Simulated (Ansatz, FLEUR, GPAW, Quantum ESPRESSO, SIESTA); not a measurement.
# One structure in several programs: ScCd3 (P6_3/mmc, 8 atoms in the cell)

Self-consistent single point.

```yaml
crystal:
  lattice:
    - [6.35417, 0.00000, 0.00000]
    - [-3.17708, 5.50287, 0.00000]
    - [0.00000, 0.00000, 4.84750]
  atoms:
    - { symbol: Sc, position: [0.33333, 0.66667, 0.25000] }
    - { symbol: Sc, position: [0.66667, 0.33333, 0.75000] }
    - { symbol: Cd, position: [0.83410, 0.66820, 0.25000] }
    - { symbol: Cd, position: [0.16590, 0.33180, 0.75000] }
    - { symbol: Cd, position: [0.16590, 0.83410, 0.75000] }
    - { symbol: Cd, position: [0.83410, 0.16590, 0.25000] }
    - { symbol: Cd, position: [0.33180, 0.16590, 0.25000] }
    - { symbol: Cd, position: [0.66820, 0.83410, 0.75000] }
```

Shared settings, as Ansatz (a program for electronic structure) writes them: kpoints.mp_grid.grid = 4 4 5; scf.occupations.method = gaussian; scf.occupations.width = 0.0073 Ry. Potentials and cutoffs stand in the table.

```
code                                                                                                                                      model  pressure (GPa)  largest force (eV/Å)           cutoff
----------------  -----------------------------------------------------------------------------------------------------------------------------  --------------  --------------------  ---------------
FLEUR                                                                           PBEsol, all-electron FLAPW (FLEUR), scalar-relativistic valence               –                 0.028  Kmax 3.8 1/bohr
SIESTA            GGA PBEsol, numerical atomic orbitals TZP, PseudoDojo PBEsol standard norm-conserving potentials (rewritten from UPF to PSML)           -6.28                 0.012      grid 300 Ry
Ansatz                                                                                                          PBEsol, PAW files made with PBE           -2.47                 0.033          default
GPAW                                                                                      PBEsol, GPAW PAW datasets PBEsol (made by gpaw-setup)           -2.84                 0.027           800 eV
Quantum ESPRESSO                                                                           PBEsol, SSSP 1.1.2 efficiency (PBE) pseudopotentials           -2.44                 0.031            60 Ry
```

A dash marks a value that a program does not give, or that is left out as unsure.

The spread over the programs that give each value: pressure within 3.84 GPa; largest force within 0.021 eV/Å.

SIESTA uses small atom-centred bases, whose incompleteness enters pressures, forces and empty levels differently from a plane-wave cutoff. FLEUR treats all electrons, but the usual bases taken here (sphere radii, linearisation, local orbitals, empty states) were not tested for convergence, so the values are no reference for the others. Ansatz's pressure is given at a fixed set of plane waves, as the other plane-wave codes print theirs. In the pressure, SIESTA (by 3.81) lies more than 1 GPa from the median of the plane-wave programs.

The starting cell comes from a database of computed structures (which also holds hypothetical and non-ambient phases and stackings), without a prior relaxation at this level.

Keys are those of Ansatz 0.2.
